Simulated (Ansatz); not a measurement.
```xyz
5
Lattice="4.1776 2.4119 3.5986 -4.1776 2.4119 3.5986 0.0000 -4.8239 3.5986" Properties=species:S:1:pos:R:3 pbc="T T T"
Cs     0.0000     0.0000     9.7976
Si     0.0000     0.0000     3.9913
I     -2.1682     1.2518     6.2858
I      2.1682     1.2518     6.2858
I      0.0000    -2.5036     6.2858
```

No spin polarisation.

All numbers come from r2SCAN/PAW in Ansatz (an electronic-structure program), no spin-orbit coupling. k-mesh 6×6×6 (Γ-centred); smearing 0.05 eV (Fermi–Dirac).

Problem. Predict the band gap, electron mass, hole mass and gap character.

Solution. 
* **Band gap**: 0.73 eV
* **Electron mass**: 0.087 mₑ along k, 0.27 mₑ across (at T)
* **Hole mass**: 0.086 mₑ along k, 0.14 mₑ across (at T)
* **Gap character**: direct at T

Spin-orbit coupling, missing from the scalar runs, can matter with I. Masses are band curvatures over ±0.01 Å⁻¹ around the edge. Along k means along the line from Γ to the band edge. Stability against distortions was not tested. The cell was made from CsGeI3 by this change: Ge → Si; the result is a model cell, its experimental status unchecked.
